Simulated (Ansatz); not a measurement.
## Point defect Si vacancy + N on the C site + N on the C site + N on the C site + N on the C site (V_Si+N_C+N_C+N_C+N_C) in 3C silicon carbide

All values below come from PBE, PAW (plane waves to 420 eV; Ansatz, a first-principles code). Cell: 64 sites, 2×2×2 repeats of a cell of 8 atoms; final energies on a 2×2×2 shifted mesh. Sites at the start: the Si site; C 1.90 Å away; C 1.90 Å away; C 1.90 Å away; C 1.90 Å away. Charged cells carry a point-charge image correction with potential alignment at far atoms. Dielectric constants: PBE linear response of the host. Host gap at this level: 1.37 eV. Finite-size and sampling errors can reach tenths of an eV here. Levels are measured in PBE's own, too narrow, gap. Spin–orbit coupling is left out. Each state is the lowest found from its start.

Formation energies E_f are given with the Fermi level at the valence-band maximum. Chemical conditions: C-rich (Δμ(C) = 0.00 eV, Δμ(Si) = -0.41 eV, Δμ(N) = -1.55 eV, bounded by beta Si3N4; only phases computed here count, gases as isolated molecules at 0 K); Si-rich (Δμ(C) = -0.41 eV, Δμ(Si) = 0.00 eV, Δμ(N) = -1.86 eV, bounded by beta Si3N4; only phases computed here count, gases as isolated molecules at 0 K). Reference phases: C: graphite, N: N2 molecule in a box, Si: silicon.

The name describes the start; the neighbours show where the atoms ended.

Charges with a result: +1, 0. Others weren't obtained, and one of them could lie lower, also by skipping a charge.

```tsv
charge	moment (μB)	largest move off a lattice site (Å)	neighbours of the last N atom of the defect at the end (Å)	image correction with alignment (eV)	E_f, C-rich (eV)	E_f, Si-rich (eV)	above the lowest spin state (eV)
+1*	1.0	0.23	Si 1.79, Si 1.79, Si 1.79, C 2.92, C 2.92, C 2.92	–	–	–	0.00
0	not spin-polarised	0.22	Si 1.78, Si 1.78, Si 1.78, C 2.93, C 2.93, C 2.93	0.00	1.46	1.46	0.00
0	0.0	0.22	Si 1.78, Si 1.78, Si 1.78, C 2.93, C 2.93, C 2.93	0.00	1.46	1.46	0.00
```

* At this level the carrier isn't localised at the defect: at charge +1 holes occupy the valence band. Such a state is shallow or no state of the defect, and this cell gives it no level.

Starting moments that weren't kept: charge 0 began with 2 μB and ended with 0.0.

Flagged in the runs: a doubtful potential alignment.

All states together cost roughly 10 core-minutes.
